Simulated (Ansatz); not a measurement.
Band structure of Ti3In (Fm-3m, 4 atoms in the cell).

```yaml
crystal:
  lattice:
    - [0.00000, 3.32106, 3.32106]
    - [3.32106, 0.00000, 3.32106]
    - [3.32106, 3.32106, 0.00000]
  atoms:
    - { symbol: Ti, position: [0.75000, 0.75000, 0.75000] }
    - { symbol: Ti, position: [0.25000, 0.25000, 0.25000] }
    - { symbol: Ti, position: [0.00000, 0.00000, 0.00000], spin: 1.0 }
    - { symbol: In, position: [0.50000, 0.50000, 0.50000] }
```
(The spins are starting values, not results.)

Level of theory: PBEsol, PAW files made with PBE (plane waves; Ansatz, a first-principles code).

Settings: kpoints.mp_grid.grid = 8 8 8; hamiltonian.xc = pbesol; hamiltonian.pseudopotentials = {kind: paw} (the program's default PAW files); magnetization.spin_polarized = true; scf.occupations.method = fermi_dirac; scf.occupations.width = 0.1 eV; kpoints.band_path.npoints = 8.

The starting cell comes from a database of computed structures (which also holds hypothetical and non-ambient phases and stackings), without a prior relaxation at this level. With one magnetic atom in the cell only a parallel order is possible.

Levels in eV from the Fermi level, bands 22 to 29 of the first spin channel:
| point | 22 | 23 | 24 | 25 | 26 | 27 | 28 | 29 |
|---|---|---|---|---|---|---|---|---|
| Γ | -1.38 | -1.38 | -0.33 | -0.33 | -0.33 | 2.11 | 2.11 | 2.11 |
| X | -0.88 | -0.88 | -0.36 | -0.36 | -0.28 | 0.73 | 0.73 | 1.04 |
| W | -1.04 | -0.55 | -0.55 | -0.29 | 0.50 | 0.50 | 0.56 | 1.51 |
| K | -1.37 | -0.66 | -0.31 | -0.20 | 0.30 | 0.39 | 0.71 | 1.40 |
| L | -0.75 | -0.63 | -0.63 | -0.09 | -0.09 | 0.72 | 0.95 | 0.95 |
| U | -1.37 | -0.66 | -0.31 | -0.20 | 0.30 | 0.39 | 0.71 | 1.40 |

Bands cross the Fermi level along this path, so the cell is metallic at this level.

The net moment of the cell came out as 1.73 μB.

Keys are those of Ansatz 0.2.
